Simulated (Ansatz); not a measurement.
# Smallest direct gap on the k points sampled of GeCl2 (model structure, from the CdI2 type, P-3m1, No. 164) at several levels of theory

No measured value is used here.

| level (code) | value (eV) |
|---|---|
| LDA (Ansatz) | ___ |
| PBE (Ansatz) | 2.70 |
| PBE+SOC (Ansatz) | 2.69 |
| PBEsol (Ansatz) | 2.59 |
| PBEsol+SOC (Ansatz) | 2.58 |
| r²SCAN (Ansatz) | 2.99 |
| r²SCAN+SOC (Ansatz) | 2.98 |

Task: What belongs in the gaps?

Result: 
- LDA (Ansatz, a program for electronic structure), value (eV): 2.52

Computed values are for a static lattice. Levels without +SOC have no spin–orbit coupling; where heavier elements are present it shifts gaps, mostly down, and can invert bands.  Values are at the PBE-D3(BJ) cell. Cutoffs differ between the levels. Ansatz's density-functional and Hartree–Fock values are scalar-relativistic unless marked +SOC, with PAW data made under PBE.

A model structure was made by putting elements into a prototype or built by hand; it is no filed structure, need not be a known phase, and can be a saddle point held by its symmetry.
